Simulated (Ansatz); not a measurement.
## TiSi2: response to strain

Start from TiSi2 (space group Fddd, No. 70).

```
CELL_PARAMETERS angstrom
      0.00000     4.11477     4.26030
      2.38957     0.00000     4.26030
      2.38957     4.11477     0.00000
ATOMIC_POSITIONS crystal
  Si 0.66253 0.33747 0.66253
  Si 0.33747 0.66253 0.33747
  Si 0.58747 0.91253 0.58747
  Si 0.91253 0.58747 0.91253
  Ti 0.00000 0.00000 0.00000
  Ti 0.25000 0.25000 0.25000
```

Cartesian axes are those of the cell as printed.

Strains are applied to the cell and any free atomic positions relax; under biaxial strain the out-of-plane vector relaxes too.

The values are results of Ansatz (a program for electronic structure) r2SCAN, without spin-orbit coupling, not measurements.

Candidates:
(a) isotropic strain +0.86 %
(b) biaxial strain +2.23 %, plane normal [001], relaxed out of plane
(c) uniaxial strain ε_zz = +0.80 %
(d) tensor shear ε_yz = −0.28 %
(e) biaxial strain +3.56 %, plane normal [001], relaxed out of plane

Notes on the quantities. energy relative to the base: free energy F.

Order them by energy relative to the base, lowest first.

(d) tensor shear ε_yz = −0.28 % (+0.1 meV/atom), (c) uniaxial strain ε_zz = +0.80 % (+1.1 meV/atom), (a) isotropic strain +0.86 % (+4.3 meV/atom), (b) biaxial strain +2.23 %, plane normal [001], relaxed out of plane (+13 meV/atom), (e) biaxial strain +3.56 %, plane normal [001], relaxed out of plane (+33 meV/atom)

Without a gap, meshes like the base's 13×13×13 leave anisotropic stresses uncertain by several tenths of a GPa, and small strain energies with them. Stability against distortions was not tested. The final runs are not spin-polarised.
